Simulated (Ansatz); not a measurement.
The reference is WS$_{2}$ in the 2H-MoS2 type structure (space group P6_3/mmc, No. 194; a = 3.115 Å, c = 11.773 Å; layered, stacked along the Cartesian z axis).

Modification: a negative pressure, −2 GPa.

Levels (all Ansatz, an electronic-structure program, PAW): PBEsol-D3(BJ) (420 eV, spin-orbit coupling left out); r2SCAN (500 eV, spin-orbit coupling left out); HSE06 (420 eV, scalar-relativistic without spin-orbit coupling).

One geometry, relaxed with PBEsol-D3(BJ), under each level:

| level | band gap | lowest conduction level above the VBM at special points |
|---|---|---|
| PBEsol-D3(BJ) | 0.81 eV | K 1.28 eV; H 1.28 eV; A 2.27 eV; Γ 2.28 eV |
| r2SCAN | 0.96 eV | K 1.38 eV; H 1.38 eV; A 2.42 eV; Γ 2.43 eV |
| HSE06 | 1.37 eV | K 1.77 eV; H 1.77 eV; A 2.95 eV; Γ 2.95 eV |

Single points use the geometry relaxed with PBEsol-D3(BJ). Their cutoffs differ, which shifts pressures a little. HSE06 was sampled on its mesh, a few special points and the semilocal edge points, so its gap is an upper bound. Spin-orbit coupling, missing from the scalar runs, can matter with W. Load acts through the strain it causes; cell and atoms are relaxed under it. Whether these cells are dynamically stable was not tested.
